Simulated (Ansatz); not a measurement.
An ideal cubic perovskite cell is held by its symmetry; such compounds can tilt or shift off centre at room temperature. Cells marked so need not be the phases stable at ambient conditions, and some may be hypothetical.

The gap is the functional's own, uncorrected, and κ follows it; spin-orbit coupling is left out. Mid-gap values are interpolated between the computed energies.

A. LiAsF$_{6}$ (R-3, not sure to be the ambient phase, 8 atoms a cell, 11.2 Å³ an atom), along the normal of (100)
B. TaTlO₃ (Pm-3m, cubic perovskite, not sure to be the ambient phase, 5 atoms a cell, 13.6 Å³ an atom, -6 GPa at this level), along the normal of (110)
C. CdBr2 (R-3m, not sure to be the ambient phase, 3 atoms a cell, 29.1 Å³ an atom), along the normal of (100)

Q: Order them by mid-gap decay constant of the slowest evanescent state (highest first) at the level r2SCAN (Ansatz, a first-principles code).

A: A (0.59 1/Å), C (0.26 1/Å), B (0.18 1/Å)
